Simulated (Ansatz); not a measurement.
A computed series for AlRu: pressure series

Base system: AlRu in the CsCl type structure (space group Pm-3m, No. 221).

```yaml
crystal:
  lattice:
    - [3.00370, 0.00000, 0.00000]
    - [0.00000, 3.00370, 0.00000]
    - [0.00000, 0.00000, 3.00370]
  atoms:
    - { symbol: Al, position: [0.00000, 0.00000, 0.00000] }
    - { symbol: Ru, position: [0.50000, 0.50000, 0.50000] }
```

Cell and atoms are relaxed at each pressure.

Levels (all Ansatz, a program for electronic structure, PAW): PBE (420 eV, no spin-orbit coupling); r2SCAN (500 eV, no spin-orbit coupling).

The base cell above is that of PBE; each level relaxes its own structures.

```json
[
 {"case": "pressure −2 GPa", "lattice parameter a, PBE": "5.695 bohr", "lattice parameter a, r2SCAN": "5.654 bohr"},
 {"case": "pressure −1 GPa", "lattice parameter a, PBE": "5.686 bohr", "lattice parameter a, r2SCAN": "5.645 bohr"},
 {"case": "pressure 0.3 GPa", "lattice parameter a, PBE": "5.673 bohr", "lattice parameter a, r2SCAN": "5.634 bohr"},
 {"case": "pressure 0.7 GPa", "lattice parameter a, PBE": "5.670 bohr", "lattice parameter a, r2SCAN": "5.630 bohr"},
 {"case": "pressure 1.5 GPa", "lattice parameter a, PBE": "5.662 bohr", "lattice parameter a, r2SCAN": "5.624 bohr"},
 {"case": "pressure 3 GPa", "lattice parameter a, PBE": "5.649 bohr", "lattice parameter a, r2SCAN": "5.611 bohr"},
 {"case": "pressure 5 GPa", "lattice parameter a, PBE": "5.632 bohr", "lattice parameter a, r2SCAN": "5.596 bohr"},
 {"case": "pressure 7.5 GPa", "lattice parameter a, PBE": "5.612 bohr", "lattice parameter a, r2SCAN": "5.577 bohr"},
 {"case": "pressure 10 GPa", "lattice parameter a, PBE": "5.593 bohr", "lattice parameter a, r2SCAN": "5.559 bohr"}
]
```

PBE lies above r2SCAN in every row, by 0.034 bohr to 0.042 bohr. They put the cases in the same order.

Load acts through the strain it causes; cell and atoms are relaxed under it. Stability against distortions was not tested. Competing high-pressure phases were not computed. The final runs are not spin-polarised.
